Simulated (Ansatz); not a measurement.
Sn: response to strain

Take Sn (space group I4_1/amd, No. 141; a = 5.8866 Å, c = 3.1864 Å; relaxed with 0.1 eV smearing) as the base. Axes: x, y, z lie along a, b, c of the conventional cell.

Strains are applied to the cell and any free atomic positions relax; under biaxial strain the out-of-plane vector relaxes too.

Computed with r2SCAN (Ansatz, an electronic-structure program; PAW; 500 eV plane waves; without spin-orbit coupling).

Notes on the quantities. in-plane stress: mean in-plane stress (compression positive).

```tsv
case	out-of-plane strain	in-plane stress
biaxial strain −3.41 %, plane normal [001], relaxed out of plane	+3.37 %	+3.8 GPa
biaxial strain −2.06 %, plane normal [001], relaxed out of plane	[?]	[?]
biaxial strain −1.09 %, plane normal [001], relaxed out of plane	+0.59 %	+1.3 GPa
biaxial strain +0.74 %, plane normal [001], relaxed out of plane	-0.49 %	-0.8 GPa
uniaxial strain ε_xx = −1.30 %	–	–
```

Question: What belongs in the blanks?

Answer: 
- biaxial strain −2.06 %, plane normal [001], relaxed out of plane, out-of-plane strain: +1.59 %
- biaxial strain −2.06 %, plane normal [001], relaxed out of plane, in-plane stress: +2.3 GPa

A biaxial case was relaxed in a doubled cell and then solved in the primitive one. No phonon test of stability was made.
